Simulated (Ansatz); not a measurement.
The starting structures come from a database of crystals and need not be the phases stable at ambient conditions.

Tunnelling through a barrier is set by its complex band structure: the current falls as exp(−2κd) with the smallest κ.

Given:

```xyz
6
Lattice="5.6296 0.0000 0.0000 2.8148 9.0481 -0.1873 2.8148 -0.8199 2.6927" Properties=species:S:1:pos:R:3 pbc="T T T"
Ca     7.0370     0.7286     1.6930
Ca     7.0370     7.4996     0.8124
H      2.8148     0.0000     0.0000
H      0.0000     0.0000     0.0000
I      4.2222     6.0029     0.3566
I      4.2222     2.2253     2.1488
```

Space group of this cell: P4/nmm. The cell was relaxed by PBE-D3(BJ); by r2SCAN its mean pressure is 1.6 GPa.

Transport runs along the normal of the first two printed cell vectors, the (111) plane of the conventional cell.

The gap is the functional's own. No spin-orbit coupling. Mid-gap values are interpolated on the energy grid.

Q: Predict the band gap and the smallest decay constant κ at mid-gap from r2SCAN in Ansatz (a quantum-chemistry and plane-wave program).

A: Gap 3.57 eV on a 12×12×12 mesh; κ = 0.348 1/Å, at (0.000, 0.500) of the in-plane reciprocal vectors. At the zone centre, at the nearest computed energy, the slowest state has κ = 0.39 1/Å.
